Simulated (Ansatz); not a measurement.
ZnSe under load (space group I-4m2), r2SCAN with spin-orbit coupling, rigid bands (Ansatz, a program for electronic structure). Condition of this run: biaxial stress xx = yy = 1 GPa (compression positive) (the target of the relaxation). Band gap 1.76 eV, N_c = 1.17e18 cm⁻³ and N_v = 1.19e19 cm⁻³ at 300 K, conductivity masses along y (a = (0.00, 2.80, 2.87) Å; b = (2.80, 0.00, 2.87) Å; c = (2.80, 2.80, 0.00) Å) of 0.134 mₑ (electrons) and 0.600 mₑ (holes). Take k_BT = 0.02585 eV.

What thermal injection velocity √(2k_BT/πm) limits a ballistic channel along the direction named?

1.47e7 cm/s for electrons and 6.95e6 cm/s for holes, a ratio of √(m_h/m_e) = 2.12, for dilute carriers.

What built-in voltage has an abrupt junction with N_A = 1e16 and N_D = 1e17 cm⁻³, all dopants ionised?

V_bi = E_g/e − (k_BT/e) ln(N_c N_v/(N_A N_D)) = 1.76 − 0.02585 × 9.54 = 1.51 V, for the computed gap.

A film of it is 5 nm thick, with its normal along the direction named. Estimate the confinement energies in an infinite well.

ħ²π²/(2m t²) = 0.376 eV·nm²/(m/mₑ × t²) gives 112 meV for electrons and 25.1 meV for holes, so the gap would widen to about 1.90 eV. Finite barriers and nonparabolic bands lower this, and with several valleys or bands the heaviest mass along the normal sets the lowest level, not this average.

Rigid bands with the computed gap; masses take one relaxation time for all states.
